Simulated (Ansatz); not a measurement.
As vacancy (V_As) in zinc-blende GaAs (start: the As site; 64-site cell, 2×2×2 shifted sampling), charge +1. Calculation: PBE, PAW (plane waves to 420 eV; Ansatz, a quantum-chemistry and plane-wave program).

total energy of the defect cell: -271623.9294 eV
total energy of the perfect cell: -276475.4307 eV
μ(As) in rhombohedral As, atoms added −1: -4856.1362 eV
Δμ(As), As-rich: 0.000 eV
valence-band maximum on the cell's zero: 7.542 eV
image correction with alignment: -0.127 eV
Fermi level above the maximum: 0.10 eV

Work out the formation energy.

E_f = E(defect) − E(perfect) − Σ n μ + q (E_VBM + E_F) + E_corr = 4851.501 − (4856.136) + (7.642) + (-0.127) = 2.88 eV.
